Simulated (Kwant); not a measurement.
Model system: In0.53Ga0.47As/In0.52Al0.48As stack with 3 barriers. One parabolic valley. Leads of mass 0.041 mₑ with the band edge at 0; grid 0.1 nm; bias swept from 0.0208 to 0.43967 V, dropping linearly over the stack. Emitter Fermi level 0.022 eV, 77 K, equal in the collector.

```tsv
layer	thickness (nm)	band offset (eV)	mass (mₑ)
1	1.9	0.52	0.075
2	4.3	0	0.041
3	1.9	0.52	0.075
4	4.3	0	0.041
5	1.9	0.52	0.075
```

Constants are typed, rounded textbook-type inputs, not results; the design itself was drawn at random and stands for no fabricated device.

Kwant, one-band effective-mass tight-binding model in one dimension, coherent, no space charge, current by the Tsu-Esaki formula.

Tabulate J (A/cm²) against bias (V).


| bias (V) | J (A/cm²) |
|---|---|
| 0.02080 | 0.358 |
| 0.04698 | 1.13 |
| 0.07316 | 3.61 |
| 0.09934 | 14.7 |
| 0.1255 | 76.5 |
| 0.1517 | 425 |
| 0.1779 | 1450 |
| 0.2041 | 779 |
| 0.2302 | 185 |
| 0.2564 | 135 |
| 0.2826 | 149 |
| 0.3088 | 220 |
| 0.3350 | 422 |
| 0.3611 | 987 |
| 0.3873 | 2580 |
| 0.4135 | 6760 |
| 0.4397 | 15700 |
